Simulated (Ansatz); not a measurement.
# CuI, alloy series

Take CuI in the zinc blende structure (space group F-43m, No. 216; a = 6.079 Å) as the base.

The other end (x = 1) is AgI in the zinc blende structure (space group F-43m, No. 216): 36.40 Å³/atom, gap 1.34 eV.

Ag replaces a fraction x of Cu; each row is one arrangement (x, atoms in the cell, starting space group or random), fully relaxed.

Method: PBE (Ansatz, a program for electronic structure), no SOC.

Candidates:
(a) x(Ag) = 0.75, 8 atoms, P-4m2
(b) x(Ag) = 0.5, 4 atoms, P-4m2
(c) x(Ag) = 0.25, 8 atoms, P-4m2
(d) x(Ag) = 0.25, 8 atoms, P-43m

Base values:

| Property | Value |
|---|---|
| Volume per atom | 28.09 Å³ |

Q: Order them by volume per atom, lowest first.

A: (c) x(Ag) = 0.25, 8 atoms, P-4m2 (29.97 Å³), (d) x(Ag) = 0.25, 8 atoms, P-43m (30.02 Å³), (b) x(Ag) = 0.5, 4 atoms, P-4m2 (32.01 Å³), (a) x(Ag) = 0.75, 8 atoms, P-4m2 (34.13 Å³)

These are small ordered cells, not random alloys; other orderings at the same x differ. Spin-orbit coupling, missing from the scalar runs, can matter with I. Whether these cells are dynamically stable was not tested. The final runs are not spin-polarised.
